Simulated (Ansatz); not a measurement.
## What pressure 3 GPa does to Zn

Consider Zn in the fcc (Cu type) structure (space group Fm-3m, No. 225; a = 3.838 Å; a cell from a computed database, its experimental status unchecked).

Modification: cell and atoms relaxed at a pressure of 3 GPa.

Method: plane-wave PAW DFT at the PBEsol level (Ansatz, a first-principles code, 420 eV), no spin-orbit coupling. Settings: 21×21×21 k-points, 0.05 eV Fermi–Dirac smearing.

| quantity | base | changed | shift |
|---|---|---|---|
| volume per atom | 14.13 Å³ | 13.69 Å³ | -0.44 Å³ |
| density | 7.68 g/cm³ | 7.93 g/cm³ | +0.25 g/cm³ |
| lattice parameter a | 3.838 Å | 3.798 Å | -0.0405 Å |
| shortest interatomic distance | 2.714 Å | 2.685 Å | -0.029 Å |
| enthalpy H = E + PV relative to the base's energy | – | +0.26 eV/atom | – |
| band gap | zero | zero | – |

Load acts through the strain it causes; cell and atoms are relaxed under it. Whether these cells are dynamically stable was not tested. This is not the structure that Zn has at room temperature and ambient pressure.
